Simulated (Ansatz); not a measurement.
An Ansatz (a first-principles code) input (PBE/PAW in Ansatz, spin-orbit coupling left out):

Ansatz 0.2 input:
```yaml
crystal:
  lattice:
    - [0, 3.0360928282, 3.0360928282]
    - [3.0360928282, 0, 3.0360928282]
    - [3.0360928282, 3.0360928282, 0]
  atoms:
    - { symbol: Hg, position: [0, 0, 0] }
    - { symbol: Se, position: [0.75, 0.75, 0.75] }
basis: { ecutwfc: 420, ecutrho_ratio: 4, xc_grid: 2, fft_grid_basis: typed }
kpoints: { mp_grid: { grid: [13, 13, 13] } }
hamiltonian:
  xc: pbe
  dispersion: none
  pseudopotentials: { kind: paw }
scf: { occupations: { method: fermi_dirac, width: 0.05 }, convergence: { dr2_threshold: 0.0000000002 } }
relax: { f_tol: 0.005, max_steps: 50 }
output: { forces: true, stress: true }
checkpoint: { write: state.ck, write_every: 1000 }
```

### Question
Which symmetry and how many k-points will the program report, and about how many plane waves at Γ?

### Answer
Space group F-43m (ITA 216) with 24 operations, k-points 84 of 2197, and 1067 plane waves at Γ.

### Question
And the final pressure?

### Answer
4.89 GPa (compression positive).

The cells carry an imposed strain or load. Whether these cells are dynamically stable was not tested. All final runs are without spin polarisation. The cell was made from HgSe in the zinc blende structure (space group F-43m, No. 216) by this change: isotropic strain −3.00 %.
